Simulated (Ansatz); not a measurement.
Input:

```
CELL_PARAMETERS angstrom
      0.00000     2.57834     2.57834
      2.57834     0.00000     2.57834
      2.57834     2.57834     0.00000
ATOMIC_POSITIONS crystal
  Sr 0.00000 0.00000 0.00000
  O  0.50000 0.50000 0.50000
```

All values below come from PBE, rigid bands (plane waves, PAW, scalar-relativistic; Ansatz, a quantum-chemistry and plane-wave program). Condition of this run: hydrostatic pressure of -1.8 GPa (compression positive) (the target of the relaxation). Cell: cell and atoms relaxed with PBEsol, then loaded as said.

What conductivity effective mass do dilute electrons have at 300 K?

0.52 mₑ.

What conductivity effective mass do dilute holes have at 300 K?

1.39 mₑ.

And the band gap?

3.32 eV at this level; semilocal functionals usually fall short of the measured gap.

Rigid bands, one relaxation time for all states, no polarons. Spin-orbit coupling is left out; where it splits the top of the valence band it changes the hole mass and lowers the gap by about a third of the splitting. Geometry: cell and atoms relaxed with PBEsol.
